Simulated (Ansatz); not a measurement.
Take CsPbCl3 in the cubic perovskite structure (space group Pm-3m, No. 221; a = 5.674 Å) as the base.

Structures relaxed with Ansatz (a program for electronic structure), r2SCAN, PAW, cutoff 500 eV, without spin-orbit coupling.

Base:

Simulated powder pattern, Cu Kα1, λ = 1.54056 Å (kinematic, ideal powder, no thermal factors, no anomalous dispersion; the 10 strongest lines at most, above 2 %, up to 2θ = 90°):

| 2θ (°) | I/Imax (%) | hkl |
|---|---|---|
| 15.61 | 15 | (100) |
| 22.14 | 100 | (110) |
| 31.51 | 47 | (200) |
| 38.85 | 49 | (211) |
| 45.16 | 34 | (220) |
| 50.85 | 23 | (310) |
| 61.06 | 27 | (321) |
| 70.34 | 13 | (330) |
| 74.77 | 15 | (420) |
| 87.62 | 16 | (431) |

Modification: a hydrostatic pressure of 3 GPa.

### Question
How do the reflections move or split?

### Answer

Simulated powder pattern, Cu Kα1, λ = 1.54056 Å (kinematic, ideal powder, no thermal factors, no anomalous dispersion; the 10 strongest lines at most, above 2 %, up to 2θ = 90°):

```
2θ (°)  d (Å)  I/Imax (%)    hkl
------  -----  ----------  -----
16.12   5.494          16  (100)
22.87   3.885         100  (110)
32.57   2.747          46  (200)
40.17   2.243          48  (211)
46.72   1.943          33  (220)
52.63   1.737          22  (310)
63.28   1.468          26  (321)
73.00   1.295          13  (330)
77.65   1.229          15  (420)
86.76   1.122          11  (422)
```

The indices refer to the base's conventional cell; one index is shown for lines that coincide.

Load acts through the strain it causes; cell and atoms are relaxed under it. Stability against distortions was not tested. Many cubic perovskites are stable only at high temperature; tilts and polar distortions were not tested. This is not the structure that CsPbCl3 has at room temperature and ambient pressure.
